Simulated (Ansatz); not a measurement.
Tl: 7 layers

Start from Tl in the hcp (Mg type) structure (space group P6_3/mmc, No. 194; a = 3.5195 Å, c = 5.6022 Å). Axes: x lies along a and z along c of the hexagonal cell.

Perturbation: a free-standing slab of 7 layers (7 atoms, 1 a layer) is cut normal to the z axis, with 15 Å of vacuum and the in-plane cell held at bulk.

Computed with r2SCAN/PAW in Ansatz (a quantum-chemistry and plane-wave program), no SOC. Γ-centred 15×15×1 mesh, Fermi–Dirac width 0.05 eV, for the changed cell.

The layer's space group (with vacuum) amounts to P-6m2 (No. 187) and the band gap is still zero. The excess energy per area of both faces (slab less bulk energy over the cell's area: twice a surface energy) amounts to 0.7 J/m² (uncertain by up to 0.1 J/m²) and the thickness between the outermost nuclei comes out as 16.62 Å. The change of the spacing d23 from its bulk value of 2.801 Å amounts to -3.0 %.

Final structure:

```
CELL_PARAMETERS angstrom
      3.51952     0.00000     0.00000
      1.75976     3.04800     0.00000
      0.00000     0.00000    31.80665
ATOMIC_POSITIONS crystal
  Tl 0.66667 0.66667 0.23875
  Tl 0.33333 0.33333 0.32622
  Tl 0.66667 0.66667 0.41160
  Tl 0.33333 0.33333 0.50000
  Tl 0.66667 0.66667 0.58840
  Tl 0.33333 0.33333 0.67378
  Tl 0.66667 0.66667 0.76125
```

The excess energy carries the mismatch between the slab's and the bulk's meshes. No phonon test of stability was made.
